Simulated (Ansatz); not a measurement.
**Convergence study of shifted k-point meshes for TaOs3 (P4mm, 4 atoms in the cell)**

```yaml
crystal:
  lattice:
    - [3.90322, 0.00000, 0.00000]
    - [0.00000, 3.90322, 0.00000]
    - [0.00000, 0.00000, 3.90322]
  atoms:
    - { symbol: Ta, position: [0.00000, 0.00000, 0.01281] }
    - { symbol: Os, position: [0.00000, 0.50000, 0.50000] }
    - { symbol: Os, position: [0.50000, 0.00000, 0.50000] }
    - { symbol: Os, position: [0.50000, 0.50000, 0.00000] }
```

Computed with LDA (PW92), default PAW files made with PBE (plane waves; Ansatz, a quantum-chemistry and plane-wave program).

Base settings: basis.ecutwfc = 30.9 Ry; kpoints.mp_grid.grid = 9 9 9; hamiltonian.xc = lda; hamiltonian.pseudopotentials = {kind: paw} (the program's default PAW files); scf.occupations.method = gaussian; scf.occupations.width = 0.0073 Ry.

In this ladder: kpoints.mp_grid.shift = 0.5 0.5 0.5.

Only quantities that move along the ladder and can be compared are tabulated.

The count of work is k-points × plane waves × bands × iterations; it is no time. Core times come from one kind of shared machine, to one figure; runs under 30 s give none.

The starting cell comes from a database of computed structures (which also holds hypothetical and non-ambient phases and stackings), without a prior relaxation at this level. Its lattice was rescaled by up to half a per cent. One atom was moved a little off its site on purpose. Spin polarisation is off. In the base run, with a pressure of about -9 GPa the cell is away from its equilibrium volume at this level. Ansatz's pressure includes its estimate of the finite-basis (Pulay) stress.

Steps (kpoints.mp_grid.grid): 2 2 2; 3 3 3; 4 4 4; 5 5 5; 6 6 6; 7 7 7; 8 8 8; 9 9 9; 10 10 10; 11 11 11; 12 12 12; 13 13 13; 15 15 15; 17 17 17; 18 18 18; 22 22 22; 28 28 28.

Q: What is the coarsest kpoints.mp_grid.grid that holds the free energy within 5 meV/atom of the last step, with all finer ones?

A: 8 8 8, at 0.027 of the last step's count of work; the step before is off by 5.6 meV/atom.

Q: What is the coarsest kpoints.mp_grid.grid that holds the pressure within 0.1 GPa of the last step, with all finer ones?

A: 9 9 9, at 0.051 of the last step's count of work; the step before is off by 0.22 GPa.

Q: What is the coarsest kpoints.mp_grid.grid that holds the forces within 0.01 eV/Å of the last step, with all finer ones?

A: 11 11 11, at 0.086 of the last step's count of work; the step before is off by 0.015 eV/Å.

| kpoints.mp_grid.grid | free energy less the last step's (meV/atom) | pressure (GPa) | largest difference of a force vector from the last step's (eV/Å) | count of work / last | core time / last (rough) |
|---|---|---|---|---|---|
| 2 2 2 | 54.42 | -5.10 | 0.630 | 0.00079 | – |
| 3 3 3 | 12.48 | -8.97 | 0.178 | 0.0041 | – |
| 4 4 4 | 36.34 | -8.28 | 0.073 | 0.0041 | – |
| 5 5 5 | -24.07 | -9.04 | 0.031 | 0.012 | – |
| 6 6 6 | 10.08 | -8.40 | 0.071 | 0.012 | – |
| 7 7 7 | 5.61 | -8.41 | 0.011 | 0.027 | – |
| 8 8 8 | 1.71 | -8.97 | 0.004 | 0.027 | – |
| 9 9 9 | -2.35 | -8.81 | 0.007 | 0.051 | – |
| 10 10 10 | -1.69 | -8.68 | 0.015 | 0.051 | – |
| 11 11 11 | 1.81 | -8.72 | 0.009 | 0.086 | – |
| 12 12 12 | 0.47 | -8.73 | 0.008 | 0.086 | – |
| 13 13 13 | -1.00 | -8.76 | 0.003 | 0.13 | 0.1 |
| 15 15 15 | 0.14 | -8.73 | 0.001 | 0.20 | 0.2 |
| 17 17 17 | -0.11 | -8.76 | 0.001 | 0.28 | 0.3 |
| 18 18 18 | -0.16 | -8.75 | 0.005 | 0.28 | 0.3 |
| 22 22 22 | -0.18 | -8.76 | 0.005 | 0.49 | 0.5 |
| 28 28 28 | 0.00 | -8.75 | 0.000 | 1.0 | 1 |

Two neighbours can agree and both be off: 6 6 6 and 7 7 7 differ by 0.01 GPa in the pressure, yet lie about 0.35 GPa from the last step.

Keys are those of Ansatz 0.2.
